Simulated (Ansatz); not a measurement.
Take MgS in the rock salt structure (space group Fm-3m, No. 225) as the base.

```xyz
2
Lattice="0.0000 2.5646 2.5646 2.5646 0.0000 2.5646 2.5646 2.5646 0.0000" Properties=species:S:1:pos:R:3 pbc="T T T"
Mg     0.0000     0.0000     0.0000
S      2.5646     2.5646     2.5646
```

Cartesian axes are those of the cell as printed.

The values are results of Ansatz (an electronic-structure program), LDA, PAW, cutoff 420 eV, spin-orbit coupling left out, not measurements.

Before the change:

The band gap is 2.65 eV.

Now apply this change: tensile biaxial strain of 0.50 % in the plane normal to [001], as in epitaxy on a mismatched substrate; the out-of-plane cell vector and the atoms relax.

**Question.** Estimate the effect on the in-plane stress and band gap.

**Answer.** The mean in-plane stress (compression positive) comes out as -0.9 GPa; the band gap decreases by 0.054 eV, from 2.65 eV to 2.59 eV.

Whether these cells are dynamically stable was not tested.
